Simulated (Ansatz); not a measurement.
SiO2, alloy series

The parent structure is SiO₂ in the rutile structure (space group P4_2/mnm, No. 136; a = 4.1852 Å, c = 2.6688 Å).

The other end (x = 1) is SiC$_{2}$ in the rutile structure (space group P4_2/mnm, No. 136; a hypothetical phase, not in the database extracts checked): 10.02 Å³/atom, gap zero; this end may not be an ambient phase.

C replaces a fraction x of O; each row is one arrangement (x, atoms in the cell, starting space group or random), fully relaxed.

All numbers come from Ansatz (an electronic-structure program) r2SCAN, spin-orbit coupling left out.

Notes on the quantities. mixing energy: to 0.01 eV only: unlike meshes or grids; against an end that may be hypothetical; deviation of the volume from the linear: Vegard-type) interpolation.

| case | mixing energy | deviation of the volume from the linear |
|---|---|---|
| x(C) = 0.25, 12 atoms, Cmmm | +0.25 eV/atom | +2.6 % |
| x(C) = 0.25, 12 atoms, C2/m | +0.22 eV/atom | +1.5 % |
| x(C) = 0.375, 12 atoms, Pm | -0.08 eV/atom | -4.0 % |
| x(C) = 0.5, 12 atoms, Pmm2 | +0.07 eV/atom | +11.2 % |

The magnetic state is the one reached from the starting moments; the real material's order can differ, and small cells can't hold many antiferromagnetic ones. These are small ordered cells, not random alloys; other orderings at the same x differ. No phonon test of stability was made. Spin-polarised in the final run: SiCO; the other runs are not. Under x(C) = 0.5, 12 atoms, Pmm2 the cell changed shape so far that it is another structure. A zero or small gap of Si2CO3 can be the functional's error rather than a property of the material.
